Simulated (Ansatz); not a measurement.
Sb (within 0.1 Å of Pm-3m, No. 221, 4 atoms in the cell; start mp-567409; another form than the element's usual one): properties by level of theory

| level (code) | bulk modulus B0 (GPa) | cohesive energy (eV/atom) |
|---|---|---|
| LDA (Ansatz) | 65.7 | 3.63 |
| PBEsol (Ansatz) | 62.7 | 3.07 |
| r²SCAN (Ansatz) | 60.5 | 2.49 |

Caveats: the bulk modulus is −V dP/dV from two relaxed cells at ±2 % in volume (LDA, PBEsol, r²SCAN); the relaxation could not lower the start's symmetry, so the cell can be a saddle point above a distorted one (LDA, PBEsol, r²SCAN). Ansatz's density-functional and Hartree–Fock values are scalar-relativistic unless marked +SOC, with PAW data made under PBE.

Unless a cell is named, each level is at its own relaxed cell (LDA 28.12, PBEsol 28.69, r²SCAN 29.40 Å³/atom).

Free atoms are spin-polarised, in the lowest state found; at levels without +SOC their spin–orbit coupling is left out.

A start named mp-… is a Materials Project structure, which need not be a measured phase.

Ansatz is a program for electronic structure.
